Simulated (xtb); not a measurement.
xtb 6.7.1, GFN1-xTB: Zr(F)(OiPr)3 (CC(C)[O][Zr]([F])([O]C(C)C)[O]C(C)C), 35 atoms. The geometry is a generated start, not checked to be a minimum at this level.

| Property | Value |
|---|---|
| method | GFN1-xTB |
| --acc | 1 (default) |
| --etemp (K) | 300 (default) |
| detailed input (--input) | none: ANC optimiser, Lindh (1995) Hessian, microcycle=20, maxdispl=1.0, hlow=0.01 (default) |
| basis functions | 104 |
| valence electrons | 86 |

Charge 0 and multiplicity 1 are set for this test and not shown to be the ground state.

The structure is relaxed from this start with --opt LEVEL for the levels crude, sloppy, loose, lax, normal, tight, vtight, extreme, once each. Up to the end of the extreme run atoms move by at most 3.5 Å along an axis.

Question: Which level is enough to come within 5 meV of the tightest end point?

Answer: tight: 179 cycles against 198, ending 0.12 meV above.

| level | cycles | energy above the extreme run (meV) | gradient norm (eV/Å) |
|---|---|---|---|
| crude | 7 | 340 | 0.25 |
| sloppy | 24 | 220 | 0.19 |
| loose | 46 | 140 | 0.17 |
| lax | 58 | 120 | 0.097 |
| normal | 60 | 120 | 0.037 |
| tight | 179 | 0.12 | 0.016 |
| vtight | 188 | 0.017 | 0.0031 |
| extreme | 198 | — | 0.00084 |
